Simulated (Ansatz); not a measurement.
The starting structures come from a database of crystals and need not be the phases stable at ambient conditions.

 Where the default PAW files enter, the runs use the earlier of Ansatz's two default sets.

Inside the gap of an insulator the Bloch states are evanescent, with a wavenumber k + iκ along the transport direction.

```
CELL_PARAMETERS angstrom
      4.39650     0.00000     0.00000
      2.19825     7.55817     0.00000
      2.19825     0.63935     3.75342
ATOMIC_POSITIONS crystal
  Ca 0.23128 0.30615 0.23128
  Ca 0.76872 0.69385 0.76872
  As 0.50000 0.50000 0.50000
  I  0.00000 0.00000 0.00000
```

Space group of this cell: R-3m. The cell is taken as given.

Transport runs along the normal of the first two printed cell vectors, the (101) plane of the conventional cell.

No gap correction and no spin-orbit coupling; mid-gap values are interpolated between computed energies.

### Question
Give the band gap and the smallest decay constant κ at mid-gap that r2SCAN in Ansatz (a program for electronic structure) yields.

### Answer
Gap 1.88 eV on a 8×8×8 mesh; κ = 0.194 1/Å, at the zone centre.
